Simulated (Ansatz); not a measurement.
**Input and output of a self-consistent single point for B (Pm-3n, 8 atoms in the cell) (Ansatz, an electronic-structure program)**

Level of theory: PBE (plane waves, PAW; Ansatz).

Input as run:

Ansatz 0.2 input:
```yaml
# B
crystal:
  lattice:
    - [3.637872, 0.000000, 0.000000]
    - [0.000000, 3.637872, 0.000000]
    - [0.000000, 0.000000, 3.637872]
  atoms:
    - { symbol: B, position: [0.250000, 0.000000, 0.500000] }
    - { symbol: B, position: [0.750000, 0.000000, 0.500000] }
    - { symbol: B, position: [0.000000, 0.500000, 0.250000] }
    - { symbol: B, position: [0.000000, 0.500000, 0.750000] }
    - { symbol: B, position: [0.500000, 0.250000, 0.000000] }
    - { symbol: B, position: [0.500000, 0.750000, 0.000000] }
    - { symbol: B, position: [0.000000, 0.000000, 0.000000] }
    - { symbol: B, position: [0.500000, 0.500000, 0.500000] }
kpoints:
  mp_grid: { grid: [7, 7, 7] }
hamiltonian:
  xc: pbe
  pseudopotentials: { kind: paw }
scf:
  occupations: { method: cold, width: 0.1 eV }
output:
  forces: true
  eigenvalues: true
  stress: true
```

The program printed (abridged):

```
WARN basis.ecutwfc = 420 eV, the default
WARN ansatz: RAYON_NUM_THREADS=1 ignored (pool sized by the plan → 1); use --threads N
Pseudopotentials: kind: paw
Pseudopotential: B, paw, valence charge 3
Crystal: 8 atoms, lattice volume = 48.144 Å³
Basis set: ecut = 420 eV, 925 PW (Γ), exchange–correlation on 50×50×50 points (8 copies of the dense FFT grid, shifted against one another)
Bands: 20, of which v1, the nominal top of the filled ones, is band 12 counted from 1 (11 counted from 0)
Symmetry: 48 space group operations
Space group: Pm-3n (ITA 223), of the structure as read, at distance tolerance 3.6e-5 Å
k-points: 20 of 343
Initial density: superposition of atomic densities (neutral atoms: chi_scale 0, normalization atom), corrected by the library's trained network
Initial wavefunctions: pseudopotential atomic-orbital guess
Eigensolver: davidson
Functional: x = pbe(κ = 0.804, μ = 0.2195149727645171), c = pbe(β = 0.06672455060314922)
SCF iter   1: F=—  HF=-1235.037472 eV  |F-HF|=—  |Δ(HF+E_count)|=         —  Δρ=7.12e-3  dr2=2.15e-2  ethr=1.77e-3  ⟨swp⟩=4.4  Hψ=1824  notcnv=0  defer=3
all-band conjugate gradients solve this SCF's bands
preconditioner: auto → none
SCF iter   2: F=—  HF=-1235.033459 eV  |F-HF|=—  |Δ(HF+E_count)|=   4.01e-3  S|Δr|=    0.00e0  Δρ=3.56e-3  dr2=4.52e-3  ethr=8.97e-5  ⟨swp⟩=1.1  Hψ=570  notcnv=0  defer=7
SCF iter   3: F=—  HF=-1235.032495 eV  |F-HF|=—  |Δ(HF+E_count)|=   9.64e-4  S|Δr|=    0.00e0  Δρ=4.03e-4  dr2=6.73e-5  ethr=1.88e-5  ⟨swp⟩=2.8  Hψ=593  notcnv=0  defer=7
SCF iter   4: F=—  HF=-1235.032477 eV  |F-HF|=—  |Δ(HF+E_count)|=   1.76e-5  S|Δr|=    0.00e0  Δρ=3.95e-5  dr2=4.25e-7  ethr=2.80e-7  ⟨swp⟩=2.3  Hψ=579  notcnv=0  defer=7
SCF iter   5: F=-1235.032477 eV  HF=-1235.032477 eV  |F-HF|=2.65e-9  |Δ(HF+E_count)|=   2.36e-7  S|Δr|=    0.00e0  Δρ=3.08e-6  dr2=3.63e-9  ethr=4.17e-10  ⟨swp⟩=8.3  Hψ=1785  notcnv=0
SCF 1 converged in 5 iterations: F = -1235.032477 eV  dr2 = 3.63e-9
SCF converged after 5 iterations
Stability not checked (fill_not_monotonic)
Free energy (F): -1235.032477 eV
Harris-Foulkes:  -1235.032477 eV  (|F-HF|=2.65e-9)
Internal energy: -1235.032962 eV  (E = F + TS)
E sigma→0 (E₀):  -1235.032639 eV
Entropy (-TS):   0.000485 eV (0.061 meV/atom)
Fermi energy:    14.120861 eV
--- Per-component energies (eV) ---
  E_band       = 147.332059
  E_kinetic    = 385.710610
  E_local      = -10.134302  (includes V_loc(G=0)·N_el)
  E_nonlocal   = 93.850038
  E_hartree    = 3.035911
  E_xc         = -259.158401
  E_vxc        = -308.407394  (∫ρ·V_xc dr)
  E_paw        = -627.059948  (= ΣΔE_a)
  E_vpaw       = -19.758742  (= ΣTr[D̂ρ^β])
  E_aug_tail   = -0.000019  (compensation charges beyond the density's cutoff)
  E_ewald      = -821.276851
  E_smearing   = 0.000485  (= −TS)
  E_closure    = 0.000000  (closes the sum)
  Σ components = -1235.032477   (vs F -1235.032477, Δ=0.00e0)
--- Forces (eV/Å), atoms counted from 1 ---
  atom   1  B      0.00000000    -0.00000000     0.00000000
   [... zero for the other atoms too ...]
  max |Σ_I F_I| component: 1.26e-16 eV/Å
--- Stress (GPa, compression-positive) ---
        5.395924       0.000000      -0.000000
        0.000000       5.395924       0.000000
        0.000000       0.000000       5.395924
  P = ⅓ Tr σ = 5.3959 GPa (53.959 kbar)
  The stress holds the Pulay correction. Without it, at fixed plane waves, as pw.x and ABINIT print it: P = 5.0673 GPa
--- Band table (eV; the first three rows and the last of 20) ---
  k-point 0: bands = ["-4.8281", "3.6296", "3.6296", "3.6296", "4.4830", "4.4830", "4.5555", "11.5807", "11.5807", "11.5807", "11.8944", "11.8944", "13.9259", "13.9259", "13.9259", "16.3949", "16.3949", "16.3949", "18.3078", "19.1906"]
  k-point 1: bands = ["-4.6430", "1.7396", "3.8176", "3.8176", "4.6037", "4.6383", "6.5330", "10.2710", "10.4411", "10.4411", "11.3965", "13.1121", "14.1281", "14.3778", "14.3778", "17.2729", "17.3686", "17.3686", "18.7323", "18.9110"]
  k-point 2: bands = ["-4.0879", "-0.2326", "4.3635", "4.3635", "4.9259", "4.9329", "8.1659", "8.6750", "8.6750", "8.9894", "11.4222", "14.1250", "14.7288", "14.8322", "14.8322", "17.8994", "18.5406", "18.5486", "18.5486", "19.5825"]
  k-point 19: bands = ["0.1492", "1.3992", "1.3992", "1.4591", "2.6383", "2.6383", "2.7580", "3.9135", "16.7983", "16.7983", "17.0339", "17.3435", "17.3435", "18.0605", "18.0605", "18.9861", "19.3180", "20.0459", "20.0459", "20.4888"]
```

The run converged in 5 iterations.

The starting cell was generated: these elements placed on a structure prototype, without a prior relaxation; it need not be a known phase or ordering of this composition. With a pressure of about 5 GPa the cell is away from its equilibrium volume at this level. Ansatz's pressure includes its estimate of the finite-basis (Pulay) stress.
